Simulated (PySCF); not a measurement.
PySCF 2.14.0, R2SCAN/def2-svp, df: Cu(Br)(py) ([Br][Cu]<-[n]1ccccc1), 13 atoms. The geometry is a generated start, not checked to be a minimum at this level.

```json
{
 "task": "energy",
 "method": "r2scan",
 "basis": "def2-svp",
 "two_electron_scheme": "density fitting",
 "mol.max_memory": "3000 MB",
 "mf.max_cycle": "100",
 "mf.conv_tol": "1e-09 (default)",
 "mf.grids.level": "3 (default)",
 "basis_functions": "172",
 "grid_points": "174600"
}
```

```xyz
13

Cu    -0.4244     2.1231    -1.7355
Br    -0.7603     3.8091    -3.1083
C      0.2910    -1.4478     1.1839
C      0.3908    -1.6199    -0.1895
C      0.1706    -0.5390    -1.0201
N     -0.1382     0.6812    -0.5577
C     -0.2346     0.8436     0.7695
C     -0.0286    -0.1867     1.6655
H      0.4573    -2.2736     1.8585
H      0.6356    -2.5794    -0.6153
H      0.2426    -0.6456    -2.0934
H     -0.4838     1.8358     1.1187
H     -0.1180    -0.0005     2.7237
```

Charge 0 and multiplicity 1 are set for this test and not shown to be the ground state.

With the defaults (mf.init_guess = minao, mf.DIIS = CDIIS, mf.level_shift = 0, mf.damp = 0, mf.diis_start_cycle = 1, mf.diis = true, mf.diis_space = 8) it converges in 22 Fock builds. One run each on 2 threads, 1 BLAS thread, with these changes:
- mf.DIIS = EDIIS
- mf.diis = false
- mf.damp = 0.7, mf.diis_start_cycle = 8
- mf.level_shift = 1 Hartree
- mf.damp = 0.7, mf.diis_start_cycle = 999, mf.diis = false
- mf.damp = 0.3, mf.diis_start_cycle = 4
- mf.level_shift = 0.3 Hartree
- mf.init_guess = 1e
- mf.diis_space = 5

### Question
Which of these changes keep the SCF from converging, or lead it to another solution?

### Answer
No convergence: mf.init_guess = 1e; mf.DIIS = EDIIS; mf.level_shift = 1 Hartree; mf.damp = 0.3, mf.diis_start_cycle = 4; mf.diis = false (the run ends without SCF convergence in 100 cycles). The rest reach the solution of the defaults.

```
setting                                                    Fock builds             end
---------------------------------------------------------  -----------  --------------
mf.damp = 0.7, mf.diis_start_cycle = 8                              18   same solution
the defaults                                                        22   same solution
mf.diis_space = 5                                                   24   same solution
mf.damp = 0.7, mf.diis_start_cycle = 999, mf.diis = false           27   same solution
mf.level_shift = 0.3 Hartree                                        33   same solution
mf.init_guess = 1e                                                 101  no convergence
mf.DIIS = EDIIS                                                    101  no convergence
mf.level_shift = 1 Hartree                                         101  no convergence
mf.damp = 0.3, mf.diis_start_cycle = 4                             101  no convergence
mf.diis = false                                                    101  no convergence
```
